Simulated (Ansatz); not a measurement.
## O on the (0001) surface of wurtzite GaN (2x2 N adatom at H3; a constructed slab, bottom: 3 H on 4 bottom sites), one in a cell of 36 Å², started at the site 'over Ga at depth 1.1 Å #2'

Host crystal: wurtzite GaN, with a band gap (PBE, scalar-relativistic without spin-orbit coupling).

Method: r2SCAN, at the PBE geometry and the start's symmetry (plane waves to 500 eV, PAW; Ansatz, a program for electronic structure).

Set-up: 45 atoms, 13.4 Å thick at the start with caps and adatoms under the adsorbate (thin: gaps and levels are the slab's own); mesh 4x4x1; 0.01 eV smearing; dipole correction on; single point; no symmetry held, on the structure that PBE left; spin-polarised, ending with about 0.1 μB a cell, a value that depends on the mesh; orders that need a larger cell were not tried, no spin-orbit, no U, no dispersion correction. The slab shows no gap over 0.04 eV on its mesh. The program's check for a lower electronic state was not made. At the end it is bonded to Ga + N. In PBE it is, or lies within 0.03 eV of, the lowest of the starts that converged; the order may differ at this level.

| Quantity | Value |
|---|---|
| energy of the end state, in which the adsorbate paired with a surface N atom, against ½ O2(g) at the same level | -1.62 eV |
| change of the step from the bottom to the top vacuum level, against the clean slab | 0.51 eV |
| height of the binding atom over the mean of the host atoms within 0.3 Å of the top one | 32.7 pm |
| caution | the clean host was not checked against rearrangement in a larger or rattled cell |
| note | in the relaxation the adsorbate left its starting site by 0.6 Å |

A negative adsorption energy means that the adsorbate is more stable on the surface than in its reference.
